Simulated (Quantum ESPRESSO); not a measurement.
A self-consistent single point of Ca (Fm-3m, 1 atom in the cell) with Quantum ESPRESSO.

Method of the run: PBEsol, GBRV 1.5 ultrasoft (PBESOL) pseudopotentials (plane waves; Quantum ESPRESSO 7.5).

```xyz
1
Lattice="-2.8528 0.0000 2.8528 0.0000 2.8528 2.8528 -2.8528 2.8528 0.0000" Properties=species:S:1:pos:R:3 pbc="T T T"
Ca     0.0000     0.0000     0.0000
```

Reference input (self-consistent single point, DFT, PBE, plane waves, GBRV 1.5 ultrasoft (PBE) pseudopotentials): ecutwfc = 40 Ry; ecutrho = 200 Ry; occupations = smearing; smearing = gauss; degauss = 0.019992 Ry; potentials = {Ca: ca_pbe_v1.uspp.F.UPF}; K_POINTS = automatic 10 10 10 0 0 0; conv_thr = 1e-08 Ry. This run's input differs from it in these lines:

```diff
@@ -23,3 +23,3 @@
 ATOMIC_SPECIES
-Ca    40.0780  ca_pbe_v1.uspp.F.UPF
+Ca    40.0780  ca_pbesol_v1.uspp.F.UPF
 ATOMIC_POSITIONS crystal
```

Output (repeated stretches shortened):

```
     Self-consistent Calculation

     iteration #  1     ecut=    40.00 Ry     beta= 0.70

     Threshold (ethr) on eigenvalues was too large:
     Diagonalizing with lowered threshold

     total energy              =     -74.84293308 Ry
     estimated scf accuracy    <       0.00126300 Ry

     iteration #  2     ecut=    40.00 Ry     beta= 0.70

     total energy              =     -74.84308659 Ry
     estimated scf accuracy    <       0.00011532 Ry

     iteration #  3     ecut=    40.00 Ry     beta= 0.70

     total energy              =     -74.84309721 Ry
     estimated scf accuracy    <       0.00000409 Ry

     iteration #  4     ecut=    40.00 Ry     beta= 0.70

     total energy              =     -74.84309809 Ry
     estimated scf accuracy    <       0.00000007 Ry

     iteration #  5     ecut=    40.00 Ry     beta= 0.70
     End of self-consistent calculation

     the Fermi energy is     4.3006 ev

!    total energy              =     -74.84309811 Ry
     estimated scf accuracy    <          4.8E-09 Ry
     smearing contrib. (-TS)   =      -0.00335810 Ry
     internal energy E=F+TS    =     -74.83974002 Ry

     convergence has been achieved in   5 iterations

     Forces acting on atoms (cartesian axes, Ry/au):

     atom    1 type  1   force =     0.00000000    0.00000000    0.00000000

     Total force =     0.000000     Total SCF correction =     0.000000

          total   stress  (Ry/bohr**3)                   (kbar)     P=      -19.40
  -0.00013189   0.00000000   0.00000000          -19.40        0.00        0.00
   0.00000000  -0.00013189  -0.00000000            0.00      -19.40       -0.00
   0.00000000  -0.00000000  -0.00013189            0.00       -0.00      -19.40

   JOB DONE.
```

The run converged in 5 iterations. Against the reference run the pressure goes from -1.43 to -1.94 GPa.

The starting cell comes from a database of computed structures (which also holds hypothetical and non-ambient phases and stackings), without a prior relaxation at this level. Its lattice was rescaled by a random factor within 2.5 % of one.
